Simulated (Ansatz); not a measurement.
A hypothetical phase is included: elements placed on a structure type, which no database files for this compound.

Inside the gap of an insulator the Bloch states are evanescent, with a wavenumber k + iκ along the transport direction.

Data:

```
CELL_PARAMETERS angstrom
      4.00925     0.00000     0.00000
      0.00000     8.13231     0.00000
      2.00462     0.00000     2.00462
ATOMIC_POSITIONS crystal
  Si 0.00000 0.00000 0.00000
  Si 0.50000 0.50000 0.00000
  O  0.00000 0.10467 0.50000
  O  0.00000 0.60467 0.50000
  O  0.50000 0.39533 0.50000
  O  0.50000 0.89533 0.50000
```

The cell was relaxed by PBE-D3(BJ); by r2SCAN it stands under a pressure of -4.0 GPa.

Transport runs along the normal of the first two printed cell vectors, the (110) plane of the conventional cell.

No gap correction and no spin-orbit coupling; mid-gap is the computed energy nearest the middle.

Question: State the band gap and the smallest decay constant κ at mid-gap according to r2SCAN (Ansatz, a first-principles code).

Answer: Gap 5.79 eV on a 14×4×14 mesh; κ = 0.431 1/Å, at the zone centre.
